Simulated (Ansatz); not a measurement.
Start from MoSi$_{2}$ (space group I4/mmm, No. 139; relaxed with 0.1 eV smearing).

```
CELL_PARAMETERS angstrom
     -1.58700     1.58700     3.88936
      1.58700    -1.58700     3.88936
      1.58700     1.58700    -3.88936
ATOMIC_POSITIONS crystal
  Si 0.66479 0.66479 0.00000
  Si 0.33521 0.33521 0.00000
  Mo 0.00000 0.00000 0.00000
```

Cartesian axes are those of the cell as printed.

All numbers come from LDA, PAW, 420 eV (Ansatz, a program for electronic structure; no spin-orbit coupling).

Before the change:

| Item | Result |
|---|---|
| Pressure | 0.0 GPa |
| Shortest interatomic distance | 2.564 Å |
| Band gap | zero |

One thing is altered: the cell is stretched by 3.00 % along x with no lateral relaxation; the atoms relax in the strained cell.

**Question.** Estimate the effect on the energy relative to the base.

**Answer.** The energy increases by 15 meV/atom.

**Question.** Predict the new pressure.

**Answer.** The pressure (mean of the normal stresses, compression positive) goes from zero to -5.9 GPa.

**Question.** What happens to the shortest interatomic distance?

**Answer.** The shortest interatomic distance shrinks by 0.0054 Å, from 2.564 Å to 2.558 Å.

**Question.** What does the calculation give for the band gap after the change?

**Answer.** The band gap remains zero.

No phonon test of stability was made. The final runs are not spin-polarised.
